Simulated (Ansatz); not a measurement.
For SiGe (model structure, I-4m2, No. 119, 10 atoms in the cell), PBEsol (plane waves, PAW; Ansatz, a quantum-chemistry and plane-wave program) gives:

```
Item                      Result
------------------  ------------
lattice constant a       3.921 Å
c axis length           27.750 Å
cohesive energy     4.53 eV/atom
band gap                 0.23 eV
```

Problem. What does r²SCAN (plane waves, PAW; Ansatz) give for the same quantities?

Solution. 
- lattice constant a: 3.926 Å (goes up by 0.1 %)
- lattice parameter c: 27.779 Å (goes up by 0.1 %)
- cohesive energy: 4.26 eV/atom (falls by 0.27 eV/atom)
- band gap: 0.52 eV (increases by 0.29 eV)

Changes are worked out from the printed values.

Unless a cell is named, each level is at its own relaxed cell (PBEsol 21.34, r²SCAN 21.41 Å³/atom).

Spin–orbit coupling is included only where a level's name says +SOC; with heavier elements it mostly lowers gaps and can invert bands. Density-functional gaps are differences of (generalised) Kohn–Sham levels.

Ansatz's density-functional and Hartree–Fock values are scalar-relativistic unless marked +SOC, with PAW data made under PBE.

A model structure was made by putting elements into a prototype or built by hand; it is no filed structure, need not be a known phase, and can be a saddle point held by its symmetry.
